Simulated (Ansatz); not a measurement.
Levels about the gap of amorphous IGZO (In6Ga12Zn6O33) (57 atoms in a cell of 735 Å³, 5.53 g/cm³; zone centre alone, so wide bands show as single levels with stretches between that a denser mesh fills), at the geometry that PBE relaxed, where it gives 0.1 GPa on a denser mesh. The participation number counts the atoms over which a state spreads; weights are charges in smoothed Voronoi cells. The levels come from a single point, so bond lengths are those of that geometry. Method of the levels: PBE, scalar-relativistic without spin-orbit coupling (Ansatz, a program for electronic structure). Sampling: the zone centre alone; Fermi-Dirac width 0.02 eV; no spin polarisation. At PBE the levels at the filled edge of the gap are localised (band-tail or defect states).

Preparation: random packing, a CHGNet melt and quench, and a DFT relaxation. O atoms were pushed apart under 1.9 Å during the dynamics, to hinder bonds among them. The hot cell started wider than the set density and was brought back towards it in steps. It is the lowest in DFT energy of 2 quenches. It is a model cell: composition and starting density were chosen by hand, and all elements were melted together. No dispersion term was used. Its density started from a set value of 5.78 and ended at 5.53 g/cm³. The simulated quench (nominally 84 K/ps over its main leg) is rapid and tends to freeze in more defects than a deposited or slowly cooled glass has. One small periodic cell is one sample of the glass; other quenches scatter about these values. Volume and shape were free in the relaxation.

```
E - E(highest filled), eV  filling  participation number        largest on  weight O  weight In  weight Zn  weight Ga
-------------------------  -------  --------------------  ----------------  --------  ---------  ---------  ---------
-0.30                       filled                  15.2   O, 3 neighbours      0.91       0.01       0.05       0.03
-0.26                       filled                  19.7   O, 4 neighbours      0.90       0.02       0.06       0.03
-0.23                       filled                  17.3   O, 3 neighbours      0.89       0.03       0.05       0.02
-0.21                       filled                  15.8   O, 3 neighbours      0.82       0.02       0.15       0.02
-0.14                       filled                   6.7   O, 3 neighbours      0.90       0.02       0.06       0.02
-0.11                       filled                  15.2   O, 3 neighbours      0.88       0.01       0.09       0.03
0.00                        filled                   3.9   O, 3 neighbours      0.91       0.02       0.04       0.02
1.12                         empty                  51.1  In, 5 neighbours      0.51       0.16       0.13       0.20
3.81                         empty                  23.8  In, 5 neighbours      0.56       0.25       0.05       0.13
3.90                         empty                  29.4  In, 5 neighbours      0.55       0.19       0.07       0.20
4.22                         empty                  36.5  Zn, 4 neighbours      0.58       0.16       0.12       0.14
4.26                         empty                  29.6  Zn, 4 neighbours      0.54       0.12       0.21       0.13
4.49                         empty                  36.6  In, 5 neighbours      0.58       0.18       0.06       0.19
4.62                         empty                  34.3  In, 5 neighbours      0.58       0.18       0.10       0.15
```

Most localised among these is the filled level at +0.00 eV, on a O atom, which has 3 neighbours (Ga 1.91 Å, Zn 2.01 Å, In 2.13 Å).
